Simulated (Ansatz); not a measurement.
Ir under a change: tensor shear ε_xy = +1.43 %

The parent structure is Ir in the fcc (Cu type) structure (space group Fm-3m, No. 225; a = 3.8118 Å; relaxed with 0.1 eV smearing). Axes: x, y, z lie along the cube axes.

It is then changed as follows: a pure shear with ε_xy = ε_yx = 0.0143; the atoms relax in the strained cell.

Method: LDA (Ansatz, an electronic-structure program), spin-orbit coupling left out. Settings: 30×30×30 k-points, 0.1 eV Fermi–Dirac smearing.

```csv
quantity,base,changed,shift
volume per atom,13.85 Å³,13.84 Å³,-0.003 Å³
space group,Fm-3m (No. 225),Immm (No. 71),–
shortest interatomic distance,2.695 Å,2.657 Å,-0.0385 Å
energy relative to the base (free energy F),0 meV/atom,+10 meV/atom,+10 meV/atom
"pressure (mean of the normal stresses, compression positive)",0.0 GPa,0.4 GPa,+0.4 GPa
band gap,zero,zero,–
"stress (xx, yy, zz, yz, xz, xy; compression positive)",–,"(0.7, 0.7, 0.0, 0.0, 0.0, -8.3) GPa",–
```

Final structure:

```xyz
1
Lattice="0.0273 1.9059 1.9059 1.9059 0.0273 1.9059 1.9332 1.9332 0.0000" Properties=species:S:1:pos:R:3 pbc="T T T"
Ir     0.0000     0.0000     0.0000
```

Whether these cells are dynamically stable was not tested. The final runs are not spin-polarised.
